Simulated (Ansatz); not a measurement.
The parent structure is BN in the wurtzite structure (space group P6_3mc, No. 186).

```
CELL_PARAMETERS angstrom
      2.54100     0.00000     0.00000
     -1.27050     2.20057     0.00000
      0.00000     0.00000     4.20330
ATOMIC_POSITIONS crystal
  B  0.33333 0.66667 0.00027
  B  0.66667 0.33333 0.50027
  N  0.33333 0.66667 0.37473
  N  0.66667 0.33333 0.87473
```

All numbers come from Kohn–Sham DFT with the PBEsol functional, run in Ansatz (a first-principles code) with PAW and 420 eV plane waves, without spin-orbit coupling.

One change was made to it. Results:

The shortest interatomic distance decreases by 0.035 Å to 1.524 Å; the density grows by 0.25 g/cm³, from 3.51 g/cm³ to 3.76 g/cm³; the smallest direct gap increases by 0.32 eV to 8.53 eV.

**Question.** What was done to the base?
(A) pressure 4.5 GPa
(B) pressure 9 GPa
(C) pressure 30 GPa

**Answer.** C, pressure 30 GPa. For comparison, the smallest direct gap in the other runs: pressure 9 GPa gives 8.32 eV; pressure 4.5 GPa gives 8.27 eV.

Load acts through the strain it causes; cell and atoms are relaxed under it. No phonon test of stability was made. No other phases were tried under pressure.
